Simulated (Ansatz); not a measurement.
CsPbCl3 in the cubic perovskite structure (space group Pm-3m, No. 221)

CsPbCl₃ has the cubic space group Pm-3m (No. 221), the cubic perovskite structure, Pearson symbol cP5. Cell: a = 5.736 Å, b = 5.736 Å, c = 5.736 Å, α = 90.00°, β = 90.00°, γ = 90.00°. Cs on 1a is surrounded by 12 Cl at 4.056 Å (cuboctahedral). Pb on 1b is surrounded by 6 Cl at 2.868 Å (octahedral). Cl on 3c is coordinated by 2 Pb at 2.868 Å and 4 Cs at 4.056 Å (octahedral). (Neighbours: up to the widest gap in distance over summed covalent radii, below 1.35, at either atom; cation-cation and far metal-metal contacts left out.)

Calculations: PBE (Ansatz, a program for electronic structure), without spin-orbit coupling. Settings: 6×6×6 k-points, 0.05 eV Fermi–Dirac smearing.

```yaml
volume_per_atom: 37.74 Å³
density: 3.93 g/cm³
band_gap: 2.21 eV, direct at R
Electron mass (degenerate bands, along [100]): 0.12, 0.93, 0.93 mₑ
hole_mass: 0.22 mₑ
Lowest conduction-band minima above the VBM: R along ⟨111⟩ 2.21 eV; Γ 3.67 eV
total_energy: -4164.668 eV/atom (σ→0; compares only within this code and set-up)
```

With Pb present, leaving out spin-orbit coupling can change the band edges. Masses are band curvatures over ±0.01 Å⁻¹ around the edge. Stability against distortions was not tested. Many cubic perovskites are stable only at high temperature; tilts and polar distortions were not tested. This is not the structure that CsPbCl3 has at room temperature and ambient pressure.
